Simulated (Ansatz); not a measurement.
## Pressure series in PbS

The parent structure is PbS in the rock salt structure (space group Fm-3m, No. 225; a = 6.009 Å).

Cell and atoms are relaxed at each pressure.

The values are results of PBE (Ansatz, an electronic-structure program, PAW, scalar-relativistic without spin-orbit coupling), earlier PAW set, not measurements.

```json
[
 {"variant": "base", "band gap": "0.50 eV", "volume per atom": "27.12 Å³"},
 {"variant": "pressure −2 GPa", "band gap": "0.63 eV", "volume per atom": "28.28 Å³"},
 {"variant": "pressure −1 GPa", "band gap": "0.56 eV", "volume per atom": "27.67 Å³"},
 {"variant": "pressure 3 GPa", "band gap": "0.32 eV", "volume per atom": "25.78 Å³"},
 {"variant": "pressure 50 GPa", "band gap": "zero", "volume per atom": "18.07 Å³"},
 {"variant": "pressure 75 GPa", "band gap": "zero", "volume per atom": "[?]"},
 {"variant": "pressure 100 GPa", "band gap": "zero", "volume per atom": "15.23 Å³"}
]
```

Task: What belongs in the blanks?

Result: 
- pressure 75 GPa, volume per atom: 16.39 Å³

A case with no gap was solved on a k-mesh chosen for an insulator, which is coarse for it. Spin-orbit coupling, missing from the scalar runs, can matter with Pb. Load acts through the strain it causes; cell and atoms are relaxed under it. No phonon test of stability was made. Competing high-pressure phases were not computed. All final runs are without spin polarisation. The zero or small gap of PbS under pressure 50 GPa can change with the level of theory.
